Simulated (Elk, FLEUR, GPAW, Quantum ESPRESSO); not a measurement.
**One structure in several programs: Eu (Im-3m, 1 atom in the cell)**

Self-consistent single point, at a second geometry (lattice scaled by 0.98). First geometry:

```xyz
1
Lattice="-2.2344 2.2344 2.2344 2.2344 -2.2344 2.2344 2.2344 2.2344 -2.2344" Properties=species:S:1:pos:R:3 pbc="T T T"
Eu     0.0000     0.0000     0.0000
```
Moments meant for the start (each program seeds them in its own way; μB, in the order of the atoms Eu): 7.0.

Shared settings, as Quantum ESPRESSO writes them: occupations = smearing; smearing = gauss; degauss = 0.0147 Ry; nspin = 2; K_POINTS = automatic 8 8 8 0 0 0. Potentials and cutoffs stand in the table.

```
code                                                                                     model  ΔF from the first geometry (meV/atom)  size of the net moment (μB/atom)           cutoff
----------------  ----------------------------------------------------------------------------  -------------------------------------  --------------------------------  ---------------
Elk               PBE, all-electron FP-LAPW, Elk's shipped species files, default APW+lo basis                                      –                              7.47         rgkmax 7
GPAW                                              PBE, GPAW PAW datasets PBE (gpaw-data 1.0.1)                                   -4.4                              7.27           800 eV
FLEUR                             PBE, all-electron FLAPW (FLEUR), scalar-relativistic valence                                      –                              7.27  Kmax 3.8 1/bohr
Quantum ESPRESSO                             PBE, SSSP 1.1.2 efficiency (PBE) pseudopotentials                                  -14.3                              7.25            50 Ry
```

A dash marks a value that a program does not give, or that is left out as unsure.

The net moments differ, which can mean other magnetic states; other values may part for that reason too.

On Elk's run: spin-orbit coupling is off. With one magnetic atom in the cell only a parallel order is possible. With U or open f shells several self-consistent states can exist. The f electrons are in the valence without U or exact exchange, which can misplace them near the Fermi level. Spin-orbit terms, which matter for f shells, are left out.

The spread over the programs that give each value: ΔF from the first geometry within 9.9 meV/atom; size of the net moment within 0.22 μB/atom.

Elk and FLEUR treat all electrons, but the usual bases taken here (sphere radii, linearisation, local orbitals, empty states) were not tested for convergence, so the values are no reference for the others.

The starting cell comes from a database of computed structures (which also holds hypothetical and non-ambient phases and stackings), without a prior relaxation at this level. Its lattice was rescaled by a random factor within 2.5 % of one. For this run, on top of that: lattice scaled by 0.98.

Left out of this page: Ansatz (with a known weakness of the program).
